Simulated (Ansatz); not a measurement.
We look at the energy of the reaction as written. Reaction: 1/2 cell B + 1/2 Cl2 (gas) → cell A. Negative: the products are lower in energy.

Cell A: a slab of Ru (hcp, P6₃/mmc) cut along (0001), 16 atoms, oblique cell of 5.44 × 2.72 Å (12.8 Å²), symmetry Pmm2 within 0.02 Å, 16.7 Å thick under 16 Å of vacuum, in-plane vectors held at the crystal's; planes from bottom to top: Cl | Ru2 × 7 | Cl; added, foreign or displaced atoms, above the top plane and below the bottom plane: two times Cl bound to 3 Ru at 2.43–2.55 Å; spin state with PBE: run without spin, k-point mesh 10×20×1.
```
CELL_PARAMETERS angstrom
      5.44387     0.00000     0.00000
      1.36097     2.35727     0.00000
      0.00000     0.00000    32.48318
ATOMIC_POSITIONS crystal
  Ru 0.00597 0.99403 0.30444
  Ru 0.50548 0.99452 0.30321
  Ru 0.83549 0.66451 0.36732
  Ru 0.33885 0.66115 0.36772
  Ru 0.00152 0.99848 0.43382
  Ru 0.50465 0.99535 0.43348
  Ru 0.83634 0.66366 0.50000
  Ru 0.33718 0.66282 0.50000
  Ru 0.00152 0.99848 0.56618
  Ru 0.50465 0.99535 0.56652
  Ru 0.83549 0.66451 0.63268
  Ru 0.33885 0.66115 0.63228
  Ru 0.00597 0.99403 0.69556
  Ru 0.50548 0.99452 0.69679
  Cl 0.30461 0.69539 0.75653
  Cl 0.30461 0.69539 0.24347
```

Cell B: a slab of Ru (hcp, P6₃/mmc) cut along (0001), 30 atoms, hexagonal cell of 5.44 Å (25.7 Å²), symmetry P-6m2 within 0.02 Å, 16.7 Å thick under 16 Å of vacuum, in-plane vectors held at the crystal's; planes from bottom to top: Cl | Ru4 × 7 | Cl; added, foreign or displaced atoms, above the top plane and below the bottom plane: two times Cl bound to 3 Ru at 2.49 Å; spin state with PBE: run without spin, k-point mesh 10×10×1.
```
CELL_PARAMETERS angstrom
      5.44387     0.00000     0.00000
      2.72194     4.71453     0.00000
      0.00000     0.00000    32.48318
ATOMIC_POSITIONS crystal
  Ru 0.00000 0.00000 0.30485
  Ru 0.49829 0.00342 0.30366
  Ru 0.00342 0.49829 0.30366
  Ru 0.49829 0.49829 0.30366
  Ru 0.83322 0.33356 0.36715
  Ru 0.33333 0.33333 0.36796
  Ru 0.83322 0.83322 0.36715
  Ru 0.33356 0.83322 0.36715
  Ru 0.00000 0.00000 0.43416
  Ru 0.50083 0.99835 0.43357
  Ru 0.99835 0.50083 0.43357
  Ru 0.50083 0.50083 0.43357
  Ru 0.83300 0.33400 0.50000
  Ru 0.33333 0.33333 0.50000
  Ru 0.83300 0.83300 0.50000
  Ru 0.33400 0.83300 0.50000
  Ru 0.00000 0.00000 0.56584
  Ru 0.50083 0.99835 0.56643
  Ru 0.99835 0.50083 0.56643
  Ru 0.50083 0.50083 0.56643
  Ru 0.83322 0.33356 0.63285
  Ru 0.33333 0.33333 0.63204
  Ru 0.83322 0.83322 0.63285
  Ru 0.33356 0.83322 0.63285
  Ru 0.00000 0.00000 0.69515
  Ru 0.49829 0.00342 0.69634
  Ru 0.00342 0.49829 0.69634
  Ru 0.49829 0.49829 0.69634
  Cl 0.33333 0.33333 0.75635
  Cl 0.33333 0.33333 0.24365
```

Reference: an isolated Cl2 molecule (singlet) in a box of 11 × 11 × 14 Å.

Plane-wave PAW calculations with Ansatz (a program for electronic structure), its default PAW set, cutoff 420 eV, 500 eV for r2SCAN. The structures are at rest with PBE, within the held lattices; other levels are single points on them. Neutral cells; Fermi-Dirac smearing of at most 0.10 eV in the solids, energies taken to zero width. The lattices are those relaxed with PBE, so at other levels the solids can be strained, which adds to the spread. Larger cells are relaxed from a start prepared with the learned potential CHGNet till forces fall under 0.03 eV/Å, which some starts already meet. A dispersion term (D3(BJ), or D4 for r2SCAN) was computed beside these levels and is taken off wherever the name lacks it. Static lattices, no vibrational contributions. The structures are the rest points that the relaxations reached, not proven lowest. No Hubbard U is applied. No correction for cell size. Cell A has symmetry Pmm2 within 0.02 Å and got no random move, so less symmetric positions, which may lie lower, weren't tried. Cell B has symmetry P-6m2 within 0.02 Å and got no random move, so less symmetric positions, which may lie lower, weren't tried.

Task: Estimate the value that r2SCAN returns for this input.

Result: -0.92 eV, for 1/2 cell B + 1/2 Cl2 (gas) → cell A.

Task: List the value at the remaining levels and say how far they part.

Result: 
```
Functional  value (eV)  less r2SCAN
----------  ----------  -----------
PBE              -0.71         0.21
```

The levels shown span 0.21 eV, from r2SCAN (-0.92) to PBE (-0.71).
